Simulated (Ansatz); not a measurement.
Start from Zr in the hcp (Mg type) structure (space group P6_3/mmc, No. 194; relaxed with 0.1 eV smearing).

```xyz
2
Lattice="3.2304 0.0000 0.0000 -1.6152 2.7976 0.0000 0.0000 0.0000 5.1788" Properties=species:S:1:pos:R:3 pbc="T T T"
Zr     1.6152     0.9325     3.8841
Zr     0.0000     1.8651     1.2947
```

Cartesian axes are those of the cell as printed.

All numbers come from Ansatz (a program for electronic structure), PBE, PAW, cutoff 420 eV, scalar-relativistic without spin-orbit coupling.

Before the change:

- Pressure = 0.0 GPa
- Band gap = zero

It is then changed as follows: uniaxial strain ε_zz = −2.50 %, all other strain components held at zero; the atoms relax in the strained cell.

Task: What does the calculation give for the pressure after the change?

Result: The pressure (mean of the normal stresses, compression positive) goes from zero to 2.6 GPa.

Task: What does the calculation give for the band gap after the change?

Result: The band gap remains zero.

Task: What does the calculation give for the energy relative to the base after the change?

Result: The energy grows by 7.8 meV/atom.

Stability against distortions was not tested. All final runs are without spin polarisation.
